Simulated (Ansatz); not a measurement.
Terminations of the (100) surface of germanium, measured from the surface '1 pair of surface atoms bonded, H on every dangling bond'. Atoms come from or go to: B: alpha boron, Cl: ½ Cl2(g), Ga: alpha gallium, Ge: germanium, H: ½ H2(g), Si: silicon, Sn: beta tin. ΔE is the energy of forming the row's surface from that one (negative: more stable at these reservoirs); the vacuum level's shift is aligned on the shared bottom. No zero-point or thermal terms. These are constructed structures in small cells; real faces may alloy, dewet or reconstruct in larger ones, and not all known structures of the face are among them. Slabs of about 17 Å with all that they carry, Fermi-Dirac smearing of 0.025 eV. Bottom of the slabs: built like the top, H on every dangling bond, free. Relaxed from the named starts with such symmetry as they have, on meshes of like density; energies extrapolated to zero smearing; no spin-orbit coupling, no U. Spin-polarised runs, if any, are marked in brackets, and their order is one that fits the cell; the others ran without spin. Where a second, spin-polarised start was run, the lower counts. A dash marks a value that is undefined for that row (no clear gap, or no work function of a gapped slab) or was not read reliably on its mesh.

Calculation: PBE (plane waves to 420 eV, PAW; Ansatz, a quantum-chemistry and plane-wave program).

| surface | atoms added per 1x1 | ΔE per 1x1 (eV) | shift of the vacuum level (eV) | work function (eV) |
|---|---|---|---|---|
| unpaired: 0 pairs of surface atoms bonded, no caps (1 Ge–Ge bonds formed; like top atoms buckled by 0.8 Å) | -1 H | 0.51 | 0.05 | – |
| 1 pair of surface atoms bonded, Si on all surface atoms, no caps | -1 Ge, -1 H, +1 Si | 0.82 | 0.26 | – |
| 1 pair of surface atoms bonded, Ga on one of 2 surface atoms (three bonds, no cap there), H on every dangling bond elsewhere | +0.5 Ga, -0.5 Ge, -0.5 H | [?] | -0.37 | – |
| 1 pair of surface atoms bonded, Sn on one of 2 surface atoms, H on every dangling bond | -0.5 Ge, +0.5 Sn | 0.11 | 0.00 | – |
| 1 pair of surface atoms bonded, Si on the surface atoms and those under them, H on every dangling bond | -2 Ge, +2 Si | 0.01 | -0.02 | – |
| 1 pair of surface atoms bonded, Si on one of 2 atoms of the third shell, Cl on every dangling bond | +1 Cl, -0.5 Ge, -1 H, +0.5 Si | [?] | 1.53 | – |
| 1 pair of surface atoms bonded, Si on one of 2 atoms under the surface, Cl on every dangling bond | +1 Cl, -0.5 Ge, -1 H, +0.5 Si | -1.36 | 1.55 | – |
| 1 pair of surface atoms bonded, Si on one of 2 atoms under the surface, H on every dangling bond | -0.5 Ge, +0.5 Si | 0.04 | -0.01 | – |
| 1 pair of surface atoms bonded, Si on one of 2 atoms under the surface, no caps | -0.5 Ge, -1 H, +0.5 Si | [?] | 0.09 | – |
| 1 pair of surface atoms bonded, B on one of 2 surface atoms (three bonds, no cap there), Cl on every dangling bond elsewhere | +0.5 B, +0.5 Cl, -0.5 Ge, -1 H | 0.29 | 1.19 | – |
| 1 pair of surface atoms bonded, B on one of 2 atoms under the surface, Cl on every dangling bond (like top atoms buckled by 0.6 Å) [spin start, no net moment] | +0.5 B, +1 Cl, -0.5 Ge, -1 H | -0.64 | 1.89 | 6.52 |
| 1 pair of surface atoms bonded, Si on all surface atoms, H on every dangling bond | -1 Ge, +1 Si | [?] | -0.01 | – |

Problem. What belongs in the gaps?

Solution. 
- 1 pair of surface atoms bonded, Ga on one of 2 surface atoms (three bonds, no cap there), H on every dangling bond elsewhere, ΔE per 1x1 (eV): 0.15
- 1 pair of surface atoms bonded, Si on one of 2 atoms of the third shell, Cl on every dangling bond, ΔE per 1x1 (eV): -1.35
- 1 pair of surface atoms bonded, Si on one of 2 atoms under the surface, no caps, ΔE per 1x1 (eV): 0.57
- 1 pair of surface atoms bonded, Si on all surface atoms, H on every dangling bond, ΔE per 1x1 (eV): -0.06
